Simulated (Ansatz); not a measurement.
Hypothetical CsCl type NbAs, response to strain

Take NbAs in the CsCl type structure (space group Pm-3m, No. 221; a = 3.218 Å; a hypothetical phase, not in the database extracts checked; relaxed with 0.1 eV smearing) as the base. Axes: x, y, z lie along the cube axes.

Strains are applied to the cell and any free atomic positions relax; under biaxial strain the out-of-plane vector relaxes too; under stress the whole cell relaxes.

All numbers come from PBE, PAW, 420 eV (Ansatz, a first-principles code; spin-orbit coupling left out).

Notes on the quantities. energy relative to the base: free energy F; pressure: mean of the normal stresses, compression positive.

| change | shortest interatomic distance | space group | energy relative to the base | pressure |
|---|---|---|---|---|
| base | 2.787 Å | Pm-3m (No. 221) | 0 meV/atom | 0.0 GPa |
| biaxial strain +0.96 %, plane normal [001], relaxed out of plane | … | P4/mmm (No. 123) | … | … |
| biaxial strain +1.12 %, plane normal [001], relaxed out of plane | 2.802 Å | P4/mmm (No. 123) | +4.5 meV/atom | -2.5 GPa |
| biaxial strain −0.26 %, plane normal [111], relaxed out of plane | 2.781 Å | R-3m (No. 166) | +0.2 meV/atom | 0.6 GPa |
| biaxial strain +2.08 %, plane normal [111], relaxed out of plane | 2.755 Å | R-3m (No. 166) | +15 meV/atom | -4.4 GPa |
| biaxial strain +2.36 %, plane normal [111], relaxed out of plane | 2.751 Å | R-3m (No. 166) | +19 meV/atom | -4.9 GPa |
| isotropic strain −3.84 % | 2.680 Å | Pm-3m (No. 221) | +131 meV/atom | 25.3 GPa |
| isotropic strain +1.15 % | 2.819 Å | Pm-3m (No. 221) | +9.8 meV/atom | -5.3 GPa |
| uniaxial strain ε_yy = +5.47 % | 2.838 Å | P4/mmm (No. 123) | +44 meV/atom | -7.7 GPa |
| uniaxial stress, 1 GPa compression along x | 2.785 Å | P4/mmm (No. 123) | +0.2 meV/atom | – |

Problem. Complete the table.

Solution. 
- biaxial strain +0.96 %, plane normal [001], relaxed out of plane, shortest interatomic distance: 2.800 Å
- biaxial strain +0.96 %, plane normal [001], relaxed out of plane, energy relative to the base: +3.3 meV/atom
- biaxial strain +0.96 %, plane normal [001], relaxed out of plane, pressure: -2.2 GPa

Stability under load was not tested beyond the relaxation. All final runs are without spin polarisation.
